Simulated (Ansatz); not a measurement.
**BP, response to strain**

The parent structure is BP in the zinc blende structure (space group F-43m, No. 216; a = 4.491 Å). Axes: x, y, z lie along the cube axes.

Strains are applied to the cell and any free atomic positions relax; under biaxial strain the out-of-plane vector relaxes too.

Level of theory: LDA/PAW in Ansatz (a quantum-chemistry and plane-wave program), spin-orbit coupling left out.

Candidates:
(a) biaxial strain +1.00 %, plane normal [001], relaxed out of plane
(b) biaxial strain −1.50 %, plane normal [001], relaxed out of plane
(c) biaxial strain +3.00 %, plane normal [001], relaxed out of plane

**Question.** Order them by out-of-plane strain, highest first.

**Answer.** (b) biaxial strain −1.50 %, plane normal [001], relaxed out of plane (+0.70 %), (a) biaxial strain +1.00 %, plane normal [001], relaxed out of plane (-0.47 %), (c) biaxial strain +3.00 %, plane normal [001], relaxed out of plane (-1.42 %)

Stability against distortions was not tested.
